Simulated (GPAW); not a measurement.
GPAW run on Bi (R-3m, 2 atoms in the cell): self-consistent single point.

Method of the run: PBE, GPAW PAW datasets PBE (gpaw-data 1.0.1) (plane waves; GPAW 25.7.0).

The change in words: lattice scaled by 0.98. Reference geometry:
```
Bi
1.0
    4.16582    -2.27500     0.00000
    4.16582     2.27500     0.00000
    2.92342     0.00000     3.73943
Bi
2
Cartesian
  2.63368   0.00000   0.87503
  8.62137   0.00000   2.86440
```

Reference input (self-consistent single point, DFT PBE, plane waves, GPAW PAW datasets PBE (gpaw-data 1.0.1)): mode = pw; ecut = 550 eV; xc = PBE; kpts = 6 6 6; mesh shift (steps) = 0 0 0; occupations.name = fermi-dirac; occupations.width = 0.1 eV; nbands = -6; convergence.forces = 0.001 eV/Å; symmetry.symmorphic = false; symmetry.tolerance = 0.0005; maxiter = 120. This run's input differs from it in these lines:

```diff
@@ -5,5 +5,5 @@
 atoms = Atoms(['Bi', 'Bi'],
-              cell=[[4.165820, -2.275000, 0.000000],
-                    [4.165820, 2.275000, 0.000000],
-                    [2.923417, 0.000000, 3.739427]],
+              cell=[[4.082503, -2.229500, 0.000000],
+                    [4.082503, 2.229500, 0.000000],
+                    [2.864949, 0.000000, 3.664638]],
               scaled_positions=[[0.234000, 0.234000, 0.234000],
```

Output, abridged:

```
     iter     time        total  log10-change:
                         energy   eigst   dens  force
iter:   1 --:--:--    -9.254555
iter:   2 --:--:--    -9.270192   -1.92  -1.73
iter:   3 --:--:--    -9.282660   -2.64  -1.75
iter:   4 --:--:--    -9.289307   -3.12  -2.23
iter:   5 --:--:--    -9.290082c  -4.52  -2.52
iter:   6 --:--:--    -9.288070c  -3.76  -2.40
iter:   7 --:--:--    -9.288162c  -4.98  -2.89
iter:   8 --:--:--    -9.288278c  -5.23  -2.86
iter:   9 --:--:--    -9.288319c  -4.76  -2.99
iter:  10 --:--:--    -9.288353c  -5.45  -3.49
iter:  11 --:--:--    -9.288380c  -4.91  -3.42
iter:  12 --:--:--    -9.288356c  -5.81  -3.31
iter:  13 --:--:--    -9.288351c  -6.49  -4.33c
iter:  14 --:--:--    -9.288352c  -7.11  -4.02c
iter:  15 --:--:--    -9.288354c  -6.62  -4.11c
iter:  16 --:--:--    -9.288354c  -7.68c -4.96c
iter:  17 --:--:--    -9.288354c  -8.94c -5.13c -4.71c
Converged after 17 iterations.

Dipole moment: (-0.000000, 0.000000, -0.000000) |e|*Ang

Energy contributions relative to reference atoms: (reference = -1169696.765905)

Kinetic:        +39.324632
Potential:      -35.754743
External:        +0.000000
XC:              -9.899546
Entropy (-ST):   -0.009518
Local:           -2.953938
SIC:             +0.000000
--------------------------
Free energy:     -9.293113
Extrapolated:    -9.288354

Showing only first 2 kpts
 Kpt  Band  Eigenvalues  Occupancy
  0    13      5.40017    2.00000
  0    14      5.40019    2.00000
  0    15      9.26942    0.00000
  0    16      9.77935    0.00000

  1    13      5.94363    1.99943
  1    14      5.95595    1.99935
  1    15      7.35640    0.00509
  1    16      7.77264    0.00008

Fermi level: 6.75938

No gap
No difference between direct/indirect transitions
Energy (eV): -9.288354

Forces in eV/Ang:
  0 Bi    0.33481    0.00000    0.11124
  1 Bi   -0.33481    0.00000   -0.11124

Stress tensor:
    -0.030308    -0.000000     0.000645
    -0.000000    -0.032248    -0.000000
     0.000645    -0.000000    -0.032033
Stress (GPa, Voigt): [-4.8558 -5.1666 -5.1323 -0.      0.1033 -0.    ]
```

The run converged in 17 iterations. GPAW prints stress with tension positive. Against the reference run the free energy rises by 41.9 meV/atom, the pressure goes from 1.52 to 5.05 GPa and the largest force goes from 0.067 to 0.353 eV/Å.

The starting cell has typed, rounded lattice constants, without a prior relaxation at this level. For this run, on top of that: lattice scaled by 0.98. With a pressure of about 5 GPa the cell is away from its equilibrium volume at this level.
